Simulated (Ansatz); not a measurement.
## Sc₃Ir (model structure, started from the D019 type, P6₃/mmc, No. 194, 8 atoms in the cell)

Computed with r²SCAN in Ansatz (plane waves, PAW).

Settings: plane-wave cutoff 560 eV, 12×12×12 k mesh, Fermi–Dirac smearing 0.05 eV, no spin polarisation, scalar-relativistic PAW data made under PBE.

Cell (relaxed at this level):

Space group P6₃/mmc (No. 194); a = b = 6.299 Å, c = 4.577 Å, α = β = 90.00°, γ = 120.00°

| atom | site | symmetry | x | y | z |
|---|---|---|---|---|---|
| Sc | 6h | mm2 | 0.3565 | 0.1782 | 0.2500 |
| Ir | 2c | -6m2 | 0.3333 | 0.6667 | 0.2500 |

```
Quantity           Result
---------------  --------
bulk modulus B0  96.1 GPa
```

Note: the run has no spin polarisation, so it can have missed a magnetic state; the bulk modulus is −V dP/dV from two relaxed cells at ±2 % in volume; the relaxation could raise the start's symmetry but not lower it, so the cell can be a saddle point.

Spin–orbit coupling is not included.

Static lattice: no zero-point or thermal effects.

Computing time: around 18 core-minutes (rough).

A model structure was made by putting elements into a prototype or built by hand; it is no filed structure, need not be a known phase, and can be a saddle point held by its symmetry.

Ansatz is a first-principles code.
